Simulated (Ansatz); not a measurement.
A dielectric-response calculation of C (Fd-3m, 2 atoms in the cell) with Ansatz (a quantum-chemistry and plane-wave program).

Computed with PBE (plane waves, PAW; Ansatz).

```
C
1.0
    0.00000     1.79242     1.79242
    1.79242     0.00000     1.79242
    1.79242     1.79242     0.00000
C
2
Direct
  0.00000   0.00000   0.00000
  0.25000   0.25000   0.25000
```

Reference input (self-consistent single point, DFT, PBE, plane waves, default PAW files): basis.ecutwfc = 30.9 Ry; kpoints.mp_grid.grid = 12 12 12; hamiltonian.xc = pbe; hamiltonian.pseudopotentials = {kind: paw} (the program's default PAW files); scf.occupations.method = fermi_dirac; scf.occupations.width = 0.0007 Ry. This run's input differs from it in these lines:

Ansatz 0.2 input:
```diff
@@ -12,3 +12,3 @@
 kpoints:
-  mp_grid: { grid: [12, 12, 12] }
+  mp_grid: { grid: [19, 19, 19] }
 hamiltonian:
@@ -17,7 +17,4 @@
 scf:
-  occupations: { method: fermi_dirac, width: 0.0007 Ry }
-output:
-  forces: true
-  eigenvalues: true
-  stress: true
+  occupations: { method: fixed }
+dielectric: {}
```

The program printed (abridged):

```
SCF iter   1: F=—  HF=-501.613938 eV  |F-HF|=—  |Δ(HF+E_count)|=         —  Δρ=1.93e-3  dr2=1.67e-4  ethr=1.77e-3  ⟨swp⟩=3.9  Hψ=26158  notcnv=0  defer=894
all-band conjugate gradients solve this SCF's bands
preconditioner: auto → none
SCF iter   2: F=—  HF=-501.613924 eV  |F-HF|=—  |Δ(HF+E_count)|=   1.43e-5  Δρ=9.12e-4  dr2=3.12e-5  ethr=2.09e-6  ⟨swp⟩=2.4  Hψ=10852  notcnv=0  defer=1078
SCF iter   3: F=—  HF=-501.613967 eV  |F-HF|=—  |Δ(HF+E_count)|=   4.29e-5  Δρ=9.82e-5  dr2=5.40e-7  ethr=3.90e-7  ⟨swp⟩=2.2  Hψ=7112  notcnv=0  defer=918
SCF iter   4: F=—  HF=-501.613967 eV  |F-HF|=—  |Δ(HF+E_count)|=   2.65e-7  Δρ=3.14e-5  dr2=6.74e-8  ethr=6.75e-9  ⟨swp⟩=2.0  Hψ=6591  notcnv=0
SCF iter   5: F=—  HF=-501.613967 eV  |F-HF|=—  |Δ(HF+E_count)|=   6.97e-9  Δρ=8.16e-6  dr2=4.92e-9  ethr=8.43e-10  ⟨swp⟩=2.0  Hψ=6537  notcnv=0
SCF iter   6: F=-501.613967 eV  HF=-501.613967 eV  |F-HF|=2.36e-11  |Δ(HF+E_count)|=   1.15e-9  Δρ=8.96e-7  dr2=6.20e-11  ethr=1.25e-12  ⟨swp⟩=2.5  Hψ=20305  notcnv=0
SCF 1 converged in 6 iterations: F = -501.613967 eV  dr2 = 6.20e-11
DFPT response loops at Γ: preconditioner auto → none (the input reference at scf.mixing.eps_inf says where Resta's filter doesn't serve); β = 0.50 …
Free energy (F): -501.613967 eV
Internal energy: -501.613967 eV  (E = F + TS)
E sigma→0 (E₀):  -501.613967 eV
Fermi energy:    13.044922 eV
--- Dielectric response (ions clamped): 1 representative field direction + reference, on 550 of 6859 k-points (Σ response iterations 5) ---
  k mesh reduced under 8 symmetry operations, with k and −k counted as one. Each operation leaves every solved perturbation unchanged …
  ε∞ (high-frequency dielectric tensor):
        5.868127    -0.000000     0.000000
   [... lines left out ...]
         0.00000    0.00000    0.00000
         0.00000    0.00000    0.00000
    site 1:
         0.00000    0.00000    0.00000
         0.00000    0.00000    0.00000
         0.00000    0.00000    0.00000
  Z* charge neutrality: 1.657e-5 e pre-enforcement
  k-mesh period / interband length: 48.2 Å / 1.79 Å = 26.84 at k = (0.0000, 0.0000, 0.0000), direct gap 5.551 eV — 14 or more, which is no proof of convergence
```

The run converged in 6 iterations. 

Summary of the result:
- Free energy E − TS (on the zero of these files): -501.6140 eV
- Top of the valence band (on the code's own zero): 13.04 eV
- Gap on the k-point mesh: 4.10 eV
- ε∞ at this k-point mesh, which may be far from converged in small-gap cells (xx, yy, zz): 5.87, 5.87, 5.87
- Born charges at this mesh (mean of the diagonal, e): C 0.00, C 0.00

The starting cell has typed, rounded lattice constants, without a prior relaxation at this level. Its lattice was rescaled by up to half a per cent.
